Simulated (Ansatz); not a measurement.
Consider this model of amorphous Si48N60.

```
N5Si4
1.0
   10.74914     0.00000     0.00000
    0.00000    10.74914     0.00000
    0.00000     0.00000    10.74914
Si N
48 60
Direct
  0.38186   0.46254   0.93777
  0.40866   0.23040   0.79430
  0.88896   0.07378   0.06373
  0.09837   0.68637   0.72163
  0.80552   0.72408   0.36960
  0.66125   0.07825   0.90088
  0.28056   0.84412   0.83431
  0.49053   0.09978   0.53873
  0.23828   0.83717   0.25735
  0.20613   0.47000   0.71410
  0.60773   0.82482   0.53921
  0.63258   0.52598   0.78402
  0.83136   0.60924   0.97625
  0.43261   0.03336   0.32282
  0.37012   0.57738   0.18065
  0.48889   0.84494   0.94217
  0.40740   0.66615   0.68937
  0.69269   0.51428   0.24213
  0.09076   0.19583   0.19206
  0.44917   0.44227   0.53287
  0.19433   0.07704   0.72879
  0.50277   0.25315   0.04081
  0.88403   0.84701   0.58603
  0.74968   0.07050   0.48019
  0.66155   0.10634   0.20054
  0.59019   0.82354   0.22505
  0.91685   0.44278   0.77633
  0.90613   0.01548   0.79828
  0.25596   0.98173   0.08331
  0.78946   0.28691   0.39498
  0.30174   0.88818   0.54421
  0.69086   0.81300   0.76877
  0.88660   0.81445   0.17458
  0.78883   0.26197   0.69902
  0.07344   0.72947   0.43917
  0.97742   0.37108   0.04236
  0.17718   0.46803   0.10587
  0.06023   0.24871   0.40504
  0.96505   0.49625   0.31146
  0.41129   0.69815   0.40861
  0.95652   0.98310   0.34073
  0.52884   0.31570   0.33317
  0.22359   0.48804   0.38260
  0.58405   0.60287   0.05090
  0.23208   0.23744   0.97725
  0.04287   0.83794   0.98535
  0.03354   0.20004   0.61547
  0.26692   0.32296   0.57367
  0.27352   0.15406   0.84760
  0.35739   0.55357   0.45182
  0.12655   0.78568   0.85500
  0.76272   0.76324   0.51577
  0.41977   0.77180   0.56302
  0.26305   0.93257   0.69540
  0.02104   0.75735   0.59118
  0.95951   0.79570   0.33526
  0.53616   0.51193   0.92380
  0.37941   0.00117   0.47216
  0.03181   0.06549   0.71376
  0.83740   0.88160   0.73421
  0.88468   0.98097   0.48700
  0.31766   0.97400   0.23047
  0.02058   0.48047   0.15908
  0.75890   0.13745   0.32819
  0.93369   0.35059   0.37416
  0.54276   0.76147   0.07264
  0.26969   0.46585   0.23438
  0.20049   0.82805   0.42289
  0.06240   0.10156   0.32659
  0.92271   0.73700   0.03712
  0.33682   0.71225   0.26089
  0.53683   0.18697   0.90385
  0.24930   0.62703   0.69045
  0.51811   0.54571   0.66094
  0.36642   0.32050   0.02449
  0.74380   0.78967   0.23729
  0.62040   0.99270   0.53427
  0.56322   0.98251   0.23621
  0.90047   0.46659   0.93615
  0.33466   0.39873   0.80031
  0.19913   0.18671   0.61650
  0.74796   0.41770   0.74062
  0.61457   0.92300   0.87212
  0.19174   0.34193   0.43459
  0.73227   0.56195   0.09178
  0.04578   0.53509   0.74083
  0.77991   0.12723   0.79925
  0.14886   0.85905   0.11445
  0.67842   0.38319   0.33249
  0.29830   0.56472   0.03076
  0.13178   0.36193   0.99008
  0.72660   0.08580   0.05196
  0.94806   0.21976   0.09475
  0.55241   0.76473   0.37706
  0.72601   0.65774   0.84459
  0.52859   0.53869   0.19335
  0.94752   0.30186   0.70958
  0.08620   0.57685   0.39158
  0.46791   0.19351   0.65817
  0.34651   0.92521   0.96141
  0.18740   0.12390   0.07764
  0.95856   0.98058   0.94774
  0.56304   0.23812   0.17946
  0.41687   0.75320   0.82489
  0.91077   0.97078   0.18630
  0.75908   0.22092   0.54478
  0.48965   0.17325   0.39153
  0.82381   0.57372   0.32679
```

Methods: PBE, scalar-relativistic without spin-orbit coupling (Ansatz, a first-principles code); r2SCAN, scalar-relativistic without spin-orbit coupling (Ansatz). Neutral PBE cell, which sets geometry, pressure and energy: sampling: a 2×2×2 Γ-centred mesh; Fermi-Dirac width 0.02 eV; no spin polarisation. The usual formal charges leave 12 electrons over, so the level spacing at the Fermi energy parts defect or band states and needn't be the band gap.

Preparation: random packing, a CHGNet melt and quench, and a DFT relaxation. N atoms were pushed apart under 1.9 Å during the dynamics, to hinder bonds among them. The hot cell started wider than the set density and was brought back towards it in steps. It is the lowest in DFT energy of 2 quenches. It is a model cell: composition and starting density were chosen by hand, and all elements were melted together. No dispersion term was used. Its density started from a set value of 2.93 and ended at 2.93 g/cm³. The quench (nominally 300 K/ps over its main leg) was far faster than any real one, so the model tends to hold more defects than a real film. A cell of this size samples the disorder only roughly. The volume was held where the preparation left it.

**Question.** Give the pressure, the energy against reference phases and the spacing of the highest filled and lowest empty levels.

**Answer.** 
Pressure on a 2×2×2 Γ-centred mesh: -0.49 GPa
Largest force and stress component on that mesh (the relaxation ran on the zone centre alone): 0.06 eV/Å and 3.1 GPa
Energy relative to beta Si3N4 + silicon (lowest mix at this level among the phases computed, not always the ambient ones): 344 meV/atom
Level spacing at the Fermi energy on a 2×2×2 Γ-centred mesh (PBE): 0.60 eV
Level spacing at the Fermi energy at the zone centre (PBE): 0.63 eV
Level spacing at the Fermi energy at the zone centre (r2SCAN): 0.78 eV
Distance between the nearest levels spread over more than a fifth of the atoms or a third of the atoms of their main element (six at least) (PBE, zone centre): 2.11 eV

**Question.** At PBE and the zone centre, how localised are the states just below and above the Fermi level (participation number: the atoms over which a state spreads)?

**Answer.** The highest filled state is spread over 6.5 atoms' worth, largest on Si19, with weights by element (charge in smoothed Voronoi cells) Si 0.58, N 0.42. The lowest empty state is spread over 7.6 atoms' worth, largest on Si42, with weights by element (charge in smoothed Voronoi cells) Si 0.66, N 0.34.

At PBE the levels at both edges of the gap are localised (band-tail or defect states), and the nearest spread-out levels lie 2.1 eV apart at the zone centre.

Neighbours within Si-Si 2.60 Å, Si-N 2.20 Å, N-N 1.70 Å count as bonded. Two cations that share two anions don't count as bonded, nor two that share one unless they lie closer than Si-Si 2.38 Å.

A PBE run started with 1 μB on atoms that lack a bond or may hold spare charge lost its moments; other starts weren't tried.
